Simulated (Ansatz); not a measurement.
Start from Mo₃Os in the A15 (Cr3Si type) structure (space group Pm-3n, No. 223; a = 4.943 Å). Axes: x, y, z lie along the cube axes.

Perturbation: biaxial strain −0.50 %, plane normal [110], relaxed out of plane (Cartesian); in-plane vectors clamped, the third vector and the atoms free.

Levels (all Ansatz, an electronic-structure program, PAW): PBEsol (420 eV, no SOC); PBEsol+SOC (420 eV, spin-orbit coupling included).

The geometry is relaxed with PBEsol.

```
Property          Result
---------------  -------
PBEsol pressure  1.6 GPa
```

With PBEsol+SOC at the same geometry, the pressure increases by 0.24 GPa to 1.9 GPa.

Single points use the geometry relaxed with PBEsol. Differences between runs with and without spin-orbit coupling are approximate. Stability against distortions was not tested. The runs without spin-orbit coupling are not spin-polarised.
